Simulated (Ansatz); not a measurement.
## Effect of biaxial strain −3.00 %, plane normal [001], relaxed out of plane on Al

Start from Al in the fcc (Cu type) structure (space group Fm-3m, No. 225; a = 4.0155 Å; relaxed with 0.1 eV smearing). Axes: x, y, z lie along the cube axes.

One thing is altered: biaxial strain −3.00 %, plane normal [001], relaxed out of plane (Cartesian); in-plane vectors clamped, the third vector and the atoms free.

Calculations: PBEsol (Ansatz, a quantum-chemistry and plane-wave program; PAW; 420 eV plane waves; no SOC). Γ-centred 28×28×28 mesh, Fermi–Dirac width 0.1 eV.

| quantity | base | changed | shift |
|---|---|---|---|
| volume per atom | 16.19 Å³ | 15.73 Å³ | -0.46 Å³ |
| space group | Fm-3m (No. 225) | I4/mmm (No. 139) | – |
| energy relative to the base (free energy F) | 0 meV/atom | +11 meV/atom | +11 meV/atom |
| pressure (mean of the normal stresses, compression positive) | 0.0 GPa | 2.8 GPa | +2.85 GPa |
| band gap | zero | zero | – |
| out-of-plane strain | – | +3.26 % | – |
| ratio −ε⊥/ε∥ | – | 1.09 | – |
| mean in-plane stress (compression positive) | – | +4.3 GPa | – |

Final structure (turned so that z lies along the plane normal):

```
CELL_PARAMETERS angstrom
      2.75418     0.00000     0.00000
      0.00000     2.75418     0.00000
      1.37709    -1.37709     2.07317
ATOMIC_POSITIONS crystal
  Al 0.00000 0.00000 0.00000
```

Cost of the whole job for the changed cell (relaxation, final SCF and bands): very roughly 60 core-seconds.

Stability against distortions was not tested.
